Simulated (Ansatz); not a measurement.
# CdS, response to strain

The reference is CdS in the wurtzite structure (space group P6_3mc, No. 186; a = 4.1962 Å, c = 6.8295 Å).

Strains are applied to the cell and any free atomic positions relax.

All numbers come from Kohn–Sham DFT with the PBE functional, run in Ansatz (a program for electronic structure) with PAW and 420 eV plane waves, scalar-relativistic without spin-orbit coupling.

Notes on the quantities. energy relative to the base: free energy F.

| isotropic strain (%) | energy relative to the base (meV/atom) |
|---|---|
| 0 | 0.0 |
| 0.6 | 1.4 |
| 1.2 | 5.4 |
| 1.8 | 11.8 |
| 2.4 | ? |
| 3 | 31.5 |

Problem. Fit ΔE = Aε² + Bε³ (ε in %) to the rows shown and predict the withheld row.

Solution. Least squares on the printed values gives A = 3.88 and B = -0.13 meV/atom (largest residual 0.0 meV/atom); this predicts 20.6 meV/atom, and the run gives 20.6 meV/atom, in agreement.

Whether these cells are dynamically stable was not tested.
